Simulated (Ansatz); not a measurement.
System: interstitial O in rock-salt TiN (neutral cell). The step: a concerted move, in which O travels most; the atom moves 2.12 Å along (0.50, 0.00, 0.00) of the unit cell; the moving atom starts with neighbours 4 N at 2.14; 4 Ti at 1.91 Å and ends with 4 N at 2.14; 4 Ti at 1.91 Å. A PBE band in Ansatz (plane-wave PAW, a 3×3×3 k-point mesh shifted by half a step, 64 host sites, 67 SCF runs with any check of the saddle's order, static, no finite-size correction) gives a forward barrier of 1.76 eV. The saddle point's order was not checked, and it lies on a symmetry element of the cell, where a band can be held. Sites that were not tried may lie lower.

Single points at the band's start and saddle point can refine it. Rough cost of one point, in units of the band's mean SCF on the same machine:

| Level | Cost of one point |
|---|---|
| PBE, a 4×4×4 k-point mesh shifted by half a step | about 2 |
| r2SCAN at 500 eV, a 3×3×3 k-point mesh shifted by half a step | under 2 |

Question: Which of these move the barrier by more than 0.1 eV, and how far does each move it?

Answer: PBE, a 4×4×4 k-point mesh shifted by half a step: +0.01 eV; r2SCAN at 500 eV, a 3×3×3 k-point mesh shifted by half a step: +0.13 eV. Each functional is compared with PBE at the same k-points.

Ansatz is an electronic-structure program.
